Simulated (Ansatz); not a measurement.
The starting structures come from a database of crystals and need not be the phases stable at ambient conditions.

By PBEsol, the system below comes out a metal.

The ballistic (Sharvin) conductance counts the channels at the Fermi level: G/A = (e²/h) × channels of both spins per area.

Data:

```yaml
crystal:
  lattice:
    - [4.07549, 0.00000, 0.00000]
    - [-2.03774, 3.52948, 0.00000]
    - [0.00000, 0.00000, 3.99013]
  atoms:
    - { symbol: Y, position: [0.00000, 0.00000, 0.00000] }
    - { symbol: Si, position: [0.33333, 0.66667, 0.50000] }
    - { symbol: Si, position: [0.66667, 0.33333, 0.50000] }
```

Space group of this cell: P6/mmm. The cell is taken as given; by PBEsol its mean pressure is -2.3 GPa.

The current flows along the normal of the first two printed cell vectors, the (001) plane of the conventional cell. No spin-orbit coupling; the value is a mean over 0.1 eV about the Fermi level.

Question: Compute, with Ansatz (an electronic-structure program) with PBEsol, the ballistic conductance per area.

Answer: 0.70 × 10¹⁵ S/m² for both spins.
